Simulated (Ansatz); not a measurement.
AlN: isotropic strain −2.50 %

Take AlN in the zinc blende structure (space group F-43m, No. 216; a = 4.378 Å) as the base.

One thing is altered: every lattice vector is shortened by 2.50 %; the atoms relax in the strained cell.

The values are results of PBEsol in Ansatz (plane waves to 420 eV, PAW, no SOC), not measurements. Settings: 13×13×13 k-points, 0.05 eV Fermi–Dirac smearing.

| quantity | base | changed | shift |
|---|---|---|---|
| volume per atom | 10.49 Å³ | 9.72 Å³ | -0.77 Å³ |
| space group | F-43m (No. 216) | F-43m (No. 216) | – |
| shortest interatomic distance | 1.896 Å | 1.848 Å | -0.0474 Å |
| energy relative to the base (free energy F) | 0 meV/atom | +40 meV/atom | +40 meV/atom |
| band gap | 3.19 eV | 3.22 eV | +0.03 eV |
| gap character | indirect, Γ → X | indirect, Γ → X | – |
| mean gap deformation potential ΔEg/Δln V | – | -0.4 eV | – |
| width of the top valence band | 2.72 eV | 2.89 eV | +0.17 eV |
| electron mass | 0.52 mₑ along k, 0.32 mₑ across (at X) | 0.51 mₑ along k, 0.31 mₑ across (at X) | – |

Cost of the whole job for the changed cell (relaxation, final SCF and bands): very roughly 6 core-seconds.

Masses are band curvatures over ±0.01 Å⁻¹ around the edge. Along k means along the line from Γ to the band edge. Whether these cells are dynamically stable was not tested. This is not the structure that AlN has at room temperature and ambient pressure.

Ansatz is a first-principles code.
